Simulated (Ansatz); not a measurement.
Results of PBE-D3(BJ) in Ansatz (PAW) for stishovite (SiO2).

Numerical settings: plane-wave cutoff 520 eV, 8×8×12 k mesh (along the axes of the cell as run), Fermi–Dirac smearing 0.01 eV, scalar-relativistic PAW data made under PBE.

Shape and atoms are relaxed at each volume.

Pressure at four volumes; x = ln(V/7.903 Å³). One pressure is withheld.

```csv
V (Å³/atom),x,P (GPa)
7.587,-0.0408,12.63
7.903,0.0000,0.01
8.061,0.0198,-5.19
8.219,0.0392,?
```

Pass a parabola P(x) through the three rows shown, estimate the bulk modulus and its pressure derivative near zero pressure, and predict the withheld pressure.

Slopes between the rows: (0.01 − (12.63))/(0.0000 − (-0.0408)) = -309.31 and (-5.19 − (0.01))/(0.0198 − (0.0000)) = -262.63 GPa. Their difference over the span 0.0606 is c = 46.68/0.0606 = 770.3 GPa, so P(x) = 12.63 + (-309.31)(x − (-0.0408)) + 770.3 (x − (-0.0408))(x − (0.0000)). At the middle row B = −dP/dx = −[-309.31 + 770.3 × 0.0408] = 277.9 GPa, and B′ = dB/dP = 2c/B = 5.5. At x = 0.0392 the parabola gives -9.70 GPa; the run gives -9.71 GPa. The Birch–Murnaghan fit to the energies at all volumes has B0 = 277 GPa and B′ = 5.5.

Measured, for comparison: bulk modulus 310 ± 1 GPa (300 K, no zero-point or thermal correction; as tabulated in arXiv:1001.2066). Computed (rounded) less measured: bulk modulus -11 %.

Note: the bulk modulus comes from volumes at which shape and atoms were relaxed.

Ansatz is a quantum-chemistry and plane-wave program.
